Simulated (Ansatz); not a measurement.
Take KI in the NiAs type structure (space group P6_3/mmc, No. 194; a = 4.970 Å, c = 8.679 Å; a hypothetical phase, not in the database extracts checked) as the base. Axes: x lies along a and z along c of the hexagonal cell.

(Cell as relaxed with PBE.)

Levels (all Ansatz, a first-principles code, PAW): PBE (420 eV, spin-orbit coupling left out); PBEsol (420 eV, no spin-orbit coupling).

Each level relaxes its own structure.

```csv
base,PBE,PBEsol
volume per atom,46.42 Å³,43.11 Å³
lattice parameter a,4.970 Å,4.838 Å
band gap,3.78 eV,3.78 eV
```

It is then changed as follows: the symmetric strain tensor [-0.0024 -0.0095 -0.0118; -0.0095 0.0108 -0.0201; -0.0118 -0.0201 -0.0021], atoms relaxed at fixed cell.

```tsv
quantity	PBE	PBEsol
valence-band top at Γ (three highest levels, from the VBM)	0.00, -0.05, -0.18 eV	(withheld)
gap character	direct at Γ	(withheld)
shift of the gap caused by the change	-0.03 eV	(withheld)
stress (xx, yy, zz, yz, xz, xy; compression positive)	(0.00, -0.10, 0.03, 0.26, 0.16, 0.07) GPa	(withheld)
```

Given the PBE results, estimate those of PBEsol.


- valence-band top at Γ (three highest levels, from the VBM), PBEsol: 0.00, -0.06, -0.22 eV
- gap character, PBEsol: direct at Γ
- shift of the gap caused by the change, PBEsol: -0.03 eV
- stress (xx, yy, zz, yz, xz, xy; compression positive), PBEsol: (-0.01, -0.10, 0.03, 0.33, 0.20, 0.06) GPa

The two agree on the gap character and shift of the gap caused by the change. Neither level is exact; PBEsol is the comparison here, not a measurement.

Spin-orbit coupling, missing from the scalar runs, can matter with I. No phonon test of stability was made. Labels are those of the standard path for the cell's own space group.
